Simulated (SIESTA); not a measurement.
SIESTA run on SnTe (Fm-3m, 2 atoms in the cell): self-consistent single point.

Computed with SIESTA with GGA PBEsol, numerical atomic orbitals DZP, PseudoDojo PBEsol standard norm-conserving potentials (rewritten from UPF to PSML).

```
CELL_PARAMETERS angstrom
      0.00000     3.12401     3.12401
      3.12401     0.00000     3.12401
      3.12401     3.12401     0.00000
ATOMIC_POSITIONS crystal
  Sn 0.00000 0.00000 0.00000
  Te 0.50000 0.50000 0.50000
```

Reference input (self-consistent single point, DFT, GGA PBE, numerical atomic orbitals DZP, PseudoDojo PBE standard norm-conserving potentials (rewritten from UPF to PSML)): XC.functional = GGA; XC.authors = PBE; potentials = PseudoDojo PBE standard; PAO.BasisSize = DZP; PAO.EnergyShift = 0.005 Ry; MeshCutoff = 400 Ry; kgrid.MonkhorstPack = 6 6 6; OccupationFunction = MP; OccupationMPOrder = 0; ElectronicTemperature = 0.136 eV; MaxSCFIterations = 150; SCF.Mixer.Method = Pulay. This run's input differs from it in these lines:

```diff
@@ -1,2 +1,2 @@
-# files in the folder: Sn.psml Te.psml (PseudoDojo PBE standard)
+# files in the folder: Sn.psml Te.psml (PseudoDojo PBEsol standard)
 SystemName  SnTe
@@ -23,3 +23,3 @@
 XC.functional                GGA
-XC.authors                   PBE
+XC.authors                   PBEsol
 PAO.BasisSize                DZP
```

Output (repeated stretches shortened):

```
        iscf     Eharris(eV)        E_KS(eV)     FreeEng(eV)     dDmax    Ef(eV) dHmax(eV)
   scf:    1    -4985.922062    -4986.267894    -4986.269212  0.556589 -3.356379  2.354130
   scf:    2    -4986.365378    -4986.318928    -4986.320565  0.056431 -3.420271  1.461932
   scf:    3    -4986.373759    -4986.350996    -4986.353195  0.096340 -3.532454  0.320401
   scf:    4    -4986.352665    -4986.352155    -4986.354478  0.011141 -3.548643  0.015684
   scf:    5    -4986.352115    -4986.352160    -4986.354448  0.003009 -3.541695  0.049632
   scf:    6    -4986.352195    -4986.352188    -4986.354496  0.001655 -3.544558  0.002881
   scf:    7    -4986.352183    -4986.352185    -4986.354496  0.000186 -3.544656  0.000245
   scf:    8    -4986.352186    -4986.352186    -4986.354496  0.000007 -3.544659  0.000045
SCF Convergence by DM+H criterion
max |DM_out - DM_in|         :     0.0000067897
max |H_out - H_in|      (eV) :     0.0000445773
SCF cycle converged after 8 iterations

Using DM_out to compute the final energy and forces

siesta: E_KS(eV) =            -4986.3522

siesta: E_KS - E_eggbox =     -4986.3522

siesta: Atomic forces (eV/Ang):
     1    0.000000    0.000000    0.000000
     2   -0.000000   -0.000000   -0.000000
   Tot   -0.000000   -0.000000   -0.000000
   Max    0.000000
   Res    0.000000    sqrt( Sum f_i^2 / 3N )
   Max    0.000000    constrained

Stress tensor Voigt[x,y,z,yz,xz,xy] (kbar):      -20.68      -20.68      -20.68       -0.19       -0.19       -0.19
(Free)E + p*V (eV/cell)    -4985.5674
Target enthalpy (eV/cell)    -4986.3545

siesta: Program's energy decomposition (eV):
siesta: FreeEng =     -4986.354496

   [... lines left out ...]
siesta:    -0.012908   -0.000119   -0.000119
siesta:    -0.000119   -0.012908   -0.000119
siesta:    -0.000119   -0.000119   -0.012908

siesta: Cell volume =         60.977167 Ang**3

siesta: Pressure (static):
siesta:                Solid            Molecule  Units
siesta:           0.00014059          0.00014059  Ry/Bohr**3
siesta:           0.01290834          0.01290834  eV/Ang**3
siesta:          20.68143848         20.68143901  kBar
```

The run converged in 8 iterations. Against the reference run the pressure goes from 4.69 to 2.07 GPa and the gap on the mesh goes from 0.101 to 0.129 eV.

The starting cell comes from a database of computed structures (which also holds hypothetical and non-ambient phases and stackings), without a prior relaxation at this level. Its lattice was rescaled by a random factor within 2.5 % of one. Spin-orbit coupling is off. Values carry the incompleteness of an atom-centred basis.

Cost on one core of a shared machine: roughly 30 s.
